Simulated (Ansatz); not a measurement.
Cell and atoms of amorphous Si48Ge24:

```
CELL_PARAMETERS angstrom
     12.58985     0.23256     0.41466
      0.23256    10.98526     0.18727
      0.41466     0.18727    11.21595
ATOMIC_POSITIONS crystal
  Si 0.28108 0.62984 0.59045
  Si 0.09873 0.29220 0.24143
  Si 0.33451 0.04953 0.11110
  Si 0.50647 0.54162 0.28148
  Si 0.86525 0.16339 0.19510
  Si 0.24426 0.34494 0.97721
  Si 0.05703 0.43839 0.62729
  Si 0.29818 0.78478 0.91155
  Si 0.63679 0.37532 0.82864
  Si 0.33794 0.41736 0.80577
  Si 0.95099 0.29906 0.74652
  Si 0.35015 0.11103 0.77910
  Si 0.98025 0.74279 0.96743
  Si 0.73260 0.19165 0.53008
  Si 0.22840 0.52369 0.41951
  Si 0.63944 0.79361 0.01134
  Si 0.01443 0.19298 0.41253
  Si 0.73657 0.68190 0.68757
  Si 0.20171 0.94872 0.01609
  Si 0.79170 0.61367 0.25261
  Si 0.58525 0.48682 0.47243
  Si 0.87485 0.49369 0.40137
  Si 0.10634 0.50961 0.24816
  Si 0.69212 0.82858 0.52936
  Si 0.18322 0.52498 0.74218
  Si 0.74367 0.81403 0.31599
  Si 0.17368 0.09758 0.86235
  Si 0.37647 0.85198 0.41943
  Si 0.79184 0.99549 0.57600
  Si 0.84441 0.28188 0.37811
  Si 0.03194 0.58652 0.46710
  Si 0.50451 0.81168 0.56052
  Si 0.58482 0.57566 0.76372
  Si 0.35355 0.67436 0.09276
  Si 0.21414 0.53994 0.06268
  Si 0.12220 0.24644 0.56198
  Si 0.27228 0.24668 0.15842
  Si 0.77025 0.31822 0.68135
  Si 0.02023 0.91263 0.08029
  Si 0.05571 0.10092 0.70676
  Si 0.14851 0.65961 0.89916
  Si 0.81106 0.14966 0.91915
  Si 0.75394 0.50396 0.56925
  Si 0.54903 0.61828 0.07994
  Si 0.47101 0.60389 0.60211
  Si 0.62878 0.91822 0.18207
  Si 0.45295 0.10286 0.94569
  Si 0.97176 0.11203 0.01450
  Ge 0.34705 0.67058 0.31241
  Ge 0.39361 0.89689 0.73532
  Ge 0.06606 0.29295 0.92307
  Ge 0.97108 0.98076 0.46131
  Ge 0.81349 0.38561 0.91640
  Ge 0.46752 0.19929 0.34666
  Ge 0.75485 0.98797 0.79238
  Ge 0.95829 0.60321 0.13855
  Ge 0.56408 0.93537 0.86431
  Ge 0.69168 0.11624 0.09721
  Ge 0.67193 0.28884 0.24696
  Ge 0.28832 0.29990 0.45239
  Ge 0.38495 0.28057 0.64568
  Ge 0.43574 0.35904 0.18919
  Ge 0.90087 0.93999 0.26579
  Ge 0.95307 0.36794 0.10770
  Ge 0.42424 0.58933 0.88924
  Ge 0.71038 0.48210 0.10771
  Ge 0.45004 0.98707 0.26632
  Ge 0.55496 0.27260 0.52164
  Ge 0.80691 0.77573 0.87148
  Ge 0.04218 0.88134 0.64596
  Ge 0.54764 0.27180 0.00661
  Ge 0.24394 0.85045 0.58929
```

Method: PBE, scalar-relativistic without spin-orbit coupling (plane waves to 420 eV, PAW; Ansatz, an electronic-structure program). Neutral PBE cell, which sets geometry, pressure and energy: sampling: a 2×2×2 Γ-centred mesh; Fermi-Dirac width 0.05 eV; no spin polarisation.

It comes from a melt-quench run on a machine-learned potential (CHGNet), relaxed afterwards by DFT. The hot cell started wider than the set density and was brought back towards it in steps. It is the lowest in DFT energy of 4 quenches. It is a model cell: composition and starting density were chosen by hand, and all elements were melted together. No dispersion term was used. A short ab initio anneal came between quench and relaxation. Its density started from a set value of 3.17 and ended at 3.32 g/cm³. Cooling (nominally 52 K/ps over its main leg) ran many orders faster than in experiment, which tends to leave more defects and strain. A cell of this size samples the disorder only roughly. Volume and shape were free in the relaxation.

Give the pressure, the energy against reference phases and the spacing of the highest filled and lowest empty levels.


| Property | Result |
|---|---|
| Pressure on a 2×2×2 Γ-centred mesh | 0.06 GPa |
| Largest force and stress component on that mesh (the relaxation ran on one k-point at (1/4, 1/4, 1/4)) | 0.24 eV/Å and 0.4 GPa |
| Energy relative to silicon + germanium (lowest mix at this level among the phases computed, not always the ambient ones) | 0.295 eV/atom |
| Gap on a 2×2×2 Γ-centred mesh (PBE) | within the smearing (under twice its width) |

The levels at the Fermi energy are partly filled. A closed spacing in one fast-quenched cell at PBE doesn't show the material to be a metal.

Bonds are counted up to Si-Si 2.70 Å, Si-Ge 2.80 Å, Ge-Ge 2.85 Å.

A PBE run started with 1 μB on atoms that lack a bond or may hold spare charge lost its moments; other starts weren't tried.
